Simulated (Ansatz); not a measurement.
System: cubic perovskite BaHfO3. Method: LDA+SOC (Ansatz, an electronic-structure program, plane waves, PAW).

Numerical settings: plane-wave cutoff 520 eV, 8×8×8 k mesh, Fermi–Dirac smearing 0.01 eV, PAW data made under PBE.

The cell has the measured lattice: a = b = c = 4.171 Å, α = β = γ = 90.00°.

Problem. Give the computed band gap and smallest direct gap on the k points sampled.

Solution. 
* **band gap**: 3.42 eV (indirect)
* **smallest direct gap on the k points sampled**: 3.44 eV

Note: cell and atoms aren't relaxed at this level (pressure -6.2 GPa).

Computed values are for the static lattice.
